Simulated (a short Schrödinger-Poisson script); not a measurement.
Stack: MOS inversion layer, Al2O3 on p-type Ge(111), at 300 K.

```tsv
layer	material	thickness (nm)	Na (cm⁻³)
1	Al2O3	6.9	-
2	Ge	300	1.9e18
```

Constants are typed, rounded textbook-type inputs, not results; the design itself was drawn at random and stands for no fabricated device. Al2O3: permittivity 9, conduction-band edge (eV) 2.65, gap (eV) 6.8, electron mass (mₑ) 0.3. Ge: permittivity 16, conduction-band edge (eV) 0, gap (eV) 0.664, Nv at 300 K (cm⁻³) 6e18.

Channel valleys (confinement mass, in-plane density-of-states mass, number): L1 1.59, 0.08, 1; L3 0.09, 0.34, 3. At the gate the conduction-band edge of layer 1 lies 2.95 eV − eVg above the Fermi level of the channel; the field vanishes at the back. Gaps are held at their typed values at every temperature. Mesh 0.03 nm at interfaces.

From a short Schrödinger-Poisson script (our own, NumPy): 1D Poisson equation in equilibrium, electrons quantum, Hartree (BenDaniel-Duke, 12 states a valley, the channel's in-plane mass for all, wave functions free to enter the dielectric), parabolic valleys, classical holes, full ionisation, no traps, pinning or gate leakage.

At Vg = 2.4 V the centroid of the electrons lies 1.51 nm from the interface.

### Question
Estimate the gate capacitance as the dielectric in series with that distance, and compare.

### Answer
The dielectric alone has 1.15 μF/cm²; in series with 1.51 nm of the channel's permittivity, 1.03 μF/cm²; the run gives 1.02 μF/cm². The estimate leaves out the density-of-states capacitance and the centroid's move with voltage. Only the L valleys are kept; under strong confinement the Δ valleys of Ge fill too.
